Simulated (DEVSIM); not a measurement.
Structure: Schottky contact on n-type Si, at 450 K.

Layer 1 from the left is Si, thickness (μm) 2.10, Nd (cm⁻³) 3.7e15, τn (s) 0.00012, τp (s) 0.00012.

Left contact: Schottky, work function 4.73 eV, emission velocity 1.1e7 cm/s. Right contact: ohmic. Voltage is applied to the left contact. Recombination: SRH at mid-gap, radiative, Auger. Mobility is constant in doping.

The device is made up for the run: typed textbook-type constants, with dimensions and the other settings drawn at random. Values at 300 K; Nc and Nv go as T^1.5, mobilities as T to minus their exponent, the gap by Varshni's rule with the affinity fixed.

Si: gap (eV) 1.124, affinity (eV) 4.05, permittivity 11.7, Nc (cm⁻³) 2.86e19, Nv (cm⁻³) 3.1e19, μn (cm²/Vs) 1417, μp (cm²/Vs) 470, T exponent of μn 2.3, T exponent of μp 2.2, B (cm³/s) 4.7e-15, Cn (cm⁶/s) 2.8e-31, Cp (cm⁶/s) 9.9e-32, Varshni α (eV/K) 0.000473, Varshni β (K) 636.

### Question
Estimate by hand the built-in potential, the peak field at zero bias, the capacitance at -3 V, and compare with a numerical solution.

### Answer

- Built-in potential: barrier φB = 0.680 eV; Vbi = φB − kT/q ln(N_band/N) = 0.309 V; numerical 0.309 V.
- Peak field at zero bias: depletion approximation: W = √(2εVbi/(qN)) = 0.329 μm with N = 3.70e15 cm⁻³; field = 2Vbi/W = 18800 V/cm; numerical 18200 V/cm (estimate above by 3.6 %).
- Capacitance at -3 V: C = √(qεN / 2(Vbi + |V|)) = 9.63 nF/cm²; numerical 9.66 nF/cm².

DEVSIM, 1D drift-diffusion, Boltzmann statistics, complete ionisation; no tunnelling, impact ionisation, image-force lowering or self-heating. Metal contacts follow the ideal Schottky-Mott rule: no Fermi-level pinning, no interface dipoles.
